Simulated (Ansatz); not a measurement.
Phonon-limited electron mobility of Si (Fd-3m) in cm²/(V·s), r2SCAN, finite-displacement electron-phonon coupling, linearised Boltzmann equation (Ansatz, a first-principles code). Condition of this run: hydrostatic pressure -5 GPa (the target of the relaxation). Geometry: relaxed with this functional, without spin-orbit coupling.

```tsv
Condition	μ
150 K	6300
200 K	3300
250 K	1940
300 K	…
350 K	887
400 K	…
500 K	397
600 K	265
```

What belongs in the gaps?


- 300 K, μ: 1270
- 400 K, μ: 655

What exponent p of μ ∝ T^−p fits 200 to 400 K (along x)?

p ≈ 2.3; acoustic deformation-potential scattering alone gives 1.5.

Scattering by harmonic phonons alone: no impurities, screening or carrier-carrier scattering, bands fixed at 0 K. From a coarser fine mesh the values given move by up to 4 %. The mesh was bound by memory.
